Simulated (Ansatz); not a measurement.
## SnSe2 in the CdI2 type structure (space group P-3m1, No. 164; layered, stacked along the Cartesian z axis)

```yaml
crystal:
  lattice:
    - [3.79364, 0.00000, 0.00000]
    - [-1.89682, 3.28539, 0.00000]
    - [0.00000, 0.00000, 5.74382]
  atoms:
    - { symbol: Sn, position: [0.00000, 0.00000, 0.00000] }
    - { symbol: Se, position: [0.33333, 0.66667, 0.27602] }
    - { symbol: Se, position: [0.66667, 0.33333, 0.72398] }
```

Level of theory: PBEsol-D3(BJ)/PAW in Ansatz (a first-principles code), no SOC. Settings: 10×10×6 k-points, 0.05 eV Fermi–Dirac smearing.

| Property | Result |
|---|---|
| Volume per atom | 23.86 Å³ |
| Density | 6.42 g/cm³ |
| Band gap | zero |
| Total energy | -5600.082 eV/atom (σ→0; compares only within this code and set-up) |

Stability against distortions was not tested. All final runs are without spin polarisation. Gaps under 0.05 eV, about the width of the smearing, are given as zero. A zero or small gap of SnSe2 can be the functional's error rather than a property of the material.
